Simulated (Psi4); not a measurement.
Psi4 1.11, PBE/def2-svp: Zr(F)3(OH)(OH2) ([OH][Zr](<-[OH2])([F])([F])[F]), 9 atoms. The geometry is a generated start, not checked to be a minimum at this level.

```yaml
task: energy
method: pbe
basis: def2-svp
memory: 3 GB
maxiter: 100
keys_of_the_molecule_block: symmetry c1
scf_type: df (default)
e_convergence: 1e-06 (default)
d_convergence: 1e-06 (default)
dft_radial_points: 75 (default)
dft_spherical_points: 302 (default)
effective_core_potentials: those of the basis set, past Kr
basis_functions: 116
grid_points: 195520
```

```xyz
9

Zr     0.1560     0.3427    -0.3303
F      1.1533    -1.2257    -0.0307
F     -1.5540    -0.0152    -1.0370
F      0.3653     1.6504     0.9764
O      1.1091     1.1079    -1.7366
H      2.0299     1.3856    -1.8169
O     -0.9789    -0.7214     1.3964
H     -1.8201    -1.0004     0.9956
H     -0.4607    -1.5239     1.5831
```

Charge 0 and multiplicity 1 are set for this test and not shown to be the ground state.

With the defaults (diis = true, scf_initial_accelerator = adiis, damping_percentage = 0, level_shift = 0, level_shift_cutoff = 0.01, soscf = false, soscf_start_convergence = 0.01, guess = auto, which took SAD, diis_max_vecs = 10) it converges in 10 SCF iterations. One run each on 2 threads, with these changes:
- diis_max_vecs = 20
- scf_initial_accelerator = none
- diis_max_vecs = 3
- diis = false, scf_initial_accelerator = none, damping_percentage = 60
- soscf = true, soscf_start_convergence = 0.001
- soscf = true, soscf_start_convergence = 0.1
- guess = modhuckel
- damping_percentage = 20
- level_shift = 0.5, level_shift_cutoff = 0.001

Task: Name the settings that don't reach the solution of the defaults.

Result: No convergence: diis = false, scf_initial_accelerator = none, damping_percentage = 60 (the run ends without SCF convergence in 100 iterations). The rest reach the solution of the defaults.

| setting | SCF iterations | JK calls | end |
|---|---|---|---|
| soscf = true, soscf_start_convergence = 0.1 | 7 | 28 | same solution |
| soscf = true, soscf_start_convergence = 0.001 | 8 | 19 | same solution |
| the defaults | 10 | 11 | same solution |
| level_shift = 0.5, level_shift_cutoff = 0.001 | 10 | 11 | same solution |
| diis_max_vecs = 20 | 10 | 11 | same solution |
| scf_initial_accelerator = none | 11 | 12 | same solution |
| guess = modhuckel | 12 | 47 | same solution |
| damping_percentage = 20 | 24 | 25 | same solution |
| diis_max_vecs = 3 | 41 | 42 | same solution |
| diis = false, scf_initial_accelerator = none, damping_percentage = 60 | 100 | 101 | no convergence |

An SOSCF iteration holds several JK calls; a Hückel guess adds calls on atoms. 1 further run of the study ended by our limits or in an error and is left out.
